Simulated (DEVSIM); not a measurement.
Structure: abrupt Ge n-p junction, at 300 K.

Layer 1 from the left is Ge, thickness (μm) 0.220, Nd (cm⁻³) 1.8e18, τn (s) 2.7e-5, τp (s) 2.7e-5. Layer 2 from the left is Ge, thickness (μm) 190, Na (cm⁻³) 1.9e17, τn (s) 2.7e-5, τp (s) 2.7e-5.

Left contact: ohmic. Right contact: ohmic. Voltage is applied to the left contact. Recombination: SRH at mid-gap, radiative, Auger. Mobility is μmin + (μ − μmin)/(1 + (N/Nref)^α).

The device is made up for the run: typed textbook-type constants, with dimensions and the other settings drawn at random. Values at 300 K.

Ge: gap (eV) 0.664, affinity (eV) 4, permittivity 16, Nc (cm⁻³) 1.04e19, Nv (cm⁻³) 6e18, μn (cm²/Vs) 3900, μp (cm²/Vs) 1900, μn,min 150, μp,min 100, Nref,n 2.6e17, Nref,p 4e17, αn 0.56, αp 0.6, B (cm³/s) 6.4e-14, Cn (cm⁶/s) 1e-31, Cp (cm⁶/s) 1e-31.

Model (solved in DEVSIM): 1D drift-diffusion, Boltzmann statistics, complete ionisation; no tunnelling, impact ionisation, image-force lowering or self-heating.

Q: What does the simulation give for the largest field in the device at zero bias, the dark forward voltage at 100 A/cm², the potential step across the device at zero bias, the dark forward voltage at 1 A/cm²?

A: largest field in the device at zero bias 140000 V/cm; dark forward voltage at 100 A/cm² 0.437 V; potential step across the device at zero bias 0.529 V; dark forward voltage at 1 A/cm² 0.270 V.
